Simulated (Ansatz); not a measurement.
Output of an Ansatz run (abridged):

```
WARN basis.ecutwfc = 420 eV, the default
WARN ansatz: RAYON_NUM_THREADS=1 ignored (pool sized by the plan → 1); use --threads N
Pseudopotentials: kind: paw
Pseudopotential: Zr, paw, valence charge 12
Pseudopotential: V, paw, valence charge 13
Crystal: 6 atoms, lattice volume = 98.652 Å³
Basis set: ecut = 420 eV, 1917 PW (Γ)
Bands: 46, of which v1, the nominal top of the filled ones, is band 38 counted from 1 (37 counted from 0)
Symmetry: 48 space group operations
Space group: Fd-3m (ITA 227), of the structure as read, at distance tolerance 4.6e-5 Å
k-points: 10 of 125
PAW frozen core: Zr, regenerated for the run's functional, and the local potential with it
PAW frozen core: V, regenerated for the run's functional, and the local potential with it
Initial density: superposition of atomic densities (neutral atoms: chi_scale 0, normalization atom), corrected by the library's trained network
Initial wavefunctions: pseudopotential atomic-orbital guess
Eigensolver: davidson
Functional: x = slater, c = lda
SCF iter   1: F=—  HF=-19596.356747 eV  |F-HF|=—  |Δ(HF+E_count)|=         —  Δρ=6.13e-3  dr2=2.79e-2  ethr=1.77e-3  ⟨swp⟩=5.8  Hψ=1562  notcnv=0
all-band conjugate gradients solve this SCF's bands
preconditioner: auto → Kerker (q_TF=auto, 2.612 Å⁻¹)
SCF iter   2: F=—  HF=-19596.358151 eV  |F-HF|=—  |Δ(HF+E_count)|=   1.40e-3  S|Δr|=    0.00e0  Δρ=3.60e-3  dr2=1.04e-2  ethr=3.67e-5  ⟨swp⟩=1.7  Hψ=547  notcnv=0
SCF iter   3: F=—  HF=-19596.356940 eV  |F-HF|=—  |Δ(HF+E_count)|=   1.21e-3  S|Δr|=    0.00e0  Δρ=8.94e-4  dr2=4.98e-4  ethr=1.36e-5  ⟨swp⟩=2.3  Hψ=668  notcnv=0
SCF iter   4: F=—  HF=-19596.356793 eV  |F-HF|=—  |Δ(HF+E_count)|=   1.47e-4  S|Δr|=    0.00e0  Δρ=3.26e-4  dr2=9.88e-5  ethr=6.55e-7  ⟨swp⟩=2.5  Hψ=701  notcnv=0
SCF iter   5: F=—  HF=-19596.356754 eV  |F-HF|=—  |Δ(HF+E_count)|=   3.86e-5  S|Δr|=    0.00e0  Δρ=7.62e-5  dr2=5.01e-6  ethr=1.30e-7  ⟨swp⟩=2.0  Hψ=570  notcnv=0
SCF iter   6: F=—  HF=-19596.356753 eV  |F-HF|=—  |Δ(HF+E_count)|=   5.86e-7  S|Δr|=    0.00e0  Δρ=1.64e-5  dr2=3.50e-7  ethr=6.59e-9  ⟨swp⟩=2.0  Hψ=568  notcnv=0
SCF iter   7: F=-19596.356753 eV  HF=-19596.356753 eV  |F-HF|=1.21e-9  |Δ(HF+E_count)|=   5.03e-8  S|Δr|=    0.00e0  Δρ=2.61e-6  dr2=4.69e-9  ethr=1.32e-10  ⟨swp⟩=8.3  Hψ=1607  notcnv=0
SCF 1 converged in 7 iterations: F = -19596.356753 eV  dr2 = 4.69e-9
SCF converged after 7 iterations
Stability not checked (fill_not_monotonic)
Free energy (F): -19596.356753 eV
Harris-Foulkes:  -19596.356753 eV  (|F-HF|=1.21e-9)
Internal energy: -19596.372785 eV  (E = F + TS)
E sigma→0 (E₀):  -19596.362097 eV
Entropy (-TS):   0.016032 eV (2.672 meV/atom)
Fermi energy:    15.076342 eV
--- Per-component energies (eV) ---
  E_band       = -784.094207
  E_kinetic    = 2012.541266
  E_local      = -5334.854397  (includes V_loc(G=0)·N_el)
  E_nonlocal   = 8.787059
  E_hartree    = 2266.645311
  E_xc         = -837.799831
  E_vxc        = -1040.103629  (∫ρ·V_xc dr)
  E_paw        = -9945.978555  (= ΣΔE_a)
  E_vpaw       = -963.758574  (= ΣTr[D̂ρ^β])
  E_aug_tail   = 0.001037  (compensation charges beyond the density's cutoff)
  E_ewald      = -7767.840076
  E_core_change = 2.125401  (= ΣΔE_core)
  E_smearing   = 0.016032  (= −TS)
  E_closure    = 0.000000  (closes the sum)
  Σ components = -19596.356753   (vs F -19596.356753, Δ=0.00e0)
--- Forces (eV/Å), atoms counted from 1 ---
  atom   1  Zr     0.00000000     0.00000000     0.00000000
   [... zero for the other atoms too ...]
  max |Σ_I F_I| component: 2.78e-17 eV/Å
--- Stress (GPa, compression-positive) ---
       -9.461643       0.000000       0.000000
       -0.000000      -9.461643       0.000000
        0.000000       0.000000      -9.461643
  P = ⅓ Tr σ = -9.4616 GPa (-94.616 kbar)
  The stress holds the Pulay correction. Without it, at fixed plane waves, as pw.x and ABINIT print it: P = -9.5096 GPa
--- Band table (eV; the first three rows and the last of 10) ---
  k-point 0: bands = ["-47.8328", "-47.6548", "-47.6548", "-47.6548", "-32.6806", "-32.5735", "-22.5339", "-22.1653", "-22.1653", "-22.1653", "-22.0488", "-22.0488", "-21.6998", "-21.6998", "-21.6998", "-21.5093", "-21.5093", "-21.5093", "-10.9129", [...]
  k-point 1: bands = ["-47.8206", "-47.6673", "-47.6548", "-47.6548", "-32.6736", "-32.5811", "-22.4769", "-22.1439", "-22.1409", "-22.1409", "-22.0328", "-22.0328", "-21.7325", "-21.7325", "-21.6997", "-21.5929", "-21.5193", "-21.5193", "-10.9208", [...]
  k-point 2: bands = ["-47.7947", "-47.6938", "-47.6548", "-47.6548", "-32.6586", "-32.5970", "-22.3817", "-22.1127", "-22.1127", "-22.0431", "-21.9575", "-21.9575", "-21.8274", "-21.8274", "-21.7971", "-21.6996", "-21.5317", "-21.5317", "-10.9325", [...]
  k-point 9: bands = ["-47.7666", "-47.7221", "-47.6549", "-47.6549", "-32.6417", "-32.6145", "-22.2501", "-22.1300", "-22.0652", "-21.9995", "-21.9734", "-21.9708", "-21.8689", "-21.8271", "-21.8072", "-21.7387", "-21.5915", "-21.5674", "-10.9753", [...]
```

The structure:

```xyz
6
Lattice="0.0000 3.6674 3.6674 3.6674 0.0000 3.6674 3.6674 3.6674 0.0000" Properties=species:S:1:pos:R:3 pbc="T T T"
Zr     5.5011     5.5011     5.5011
Zr     3.6674     3.6674     3.6674
V      2.7506     0.9169     2.7506
V      0.9169     0.9169     0.9169
V      0.9169     2.7506     2.7506
V      2.7506     2.7506     0.9169
```

### Question
Write an input that gives this output.

### Answer
Other spellings and defaults could give the same log, and not every line can be read from it. The input that was run (DFT, LDA (PW92), plane waves, default PAW files made with PBE):

Ansatz 0.2 input:
```yaml
# ZrV2
crystal:
  lattice:
    - [0.000000, 3.667400, 3.667400]
    - [3.667400, 0.000000, 3.667400]
    - [3.667400, 3.667400, 0.000000]
  atoms:
    - { symbol: Zr, position: [0.750000, 0.750000, 0.750000] }
    - { symbol: Zr, position: [0.500000, 0.500000, 0.500000] }
    - { symbol: V, position: [0.125000, 0.625000, 0.125000] }
    - { symbol: V, position: [0.125000, 0.125000, 0.125000] }
    - { symbol: V, position: [0.625000, 0.125000, 0.125000] }
    - { symbol: V, position: [0.125000, 0.125000, 0.625000] }
kpoints:
  mp_grid: { grid: [5, 5, 5] }
hamiltonian:
  xc: lda
  pseudopotentials: { kind: paw }
scf:
  occupations: { method: cold, width: 0.136 }
output:
  forces: true
  eigenvalues: true
  stress: true
```

The starting cell comes from a database of computed structures (which also holds hypothetical and non-ambient phases and stackings), without a prior relaxation at this level. Spin polarisation is off. With a pressure of about -9 GPa the cell is away from its equilibrium volume at this level. Ansatz's pressure includes its estimate of the finite-basis (Pulay) stress.

Ansatz is a first-principles code.
